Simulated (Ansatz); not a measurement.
Start from Zr in the hcp (Mg type) structure (space group P6_3/mmc, No. 194; relaxed with 0.1 eV smearing).

```
CELL_PARAMETERS angstrom
      3.24432     0.00000     0.00000
     -1.62216     2.80966     0.00000
      0.00000     0.00000     5.15800
ATOMIC_POSITIONS crystal
  Zr 0.66667 0.33333 0.75000
  Zr 0.33333 0.66667 0.25000
```

Cartesian axes are those of the cell as printed.

Calculations: r2SCAN in Ansatz (plane waves to 500 eV, PAW, no spin-orbit coupling).

It is then changed as follows: uniaxial strain ε_xx = +1.50 %, all other strain components held at zero; the atoms relax in the strained cell.

Question: What happens to the stress?

Answer: The stress (xx, yy, zz, yz, xz, xy; compression positive) amounts to (-2.1, -1.0, -0.9, 0.0, 0.0, 0.0) GPa.

Question: Predict the new energy relative to the base.

Answer: The energy increases by 2.3 meV/atom.

Stability against distortions was not tested. The final runs are not spin-polarised.

Ansatz is an electronic-structure program.
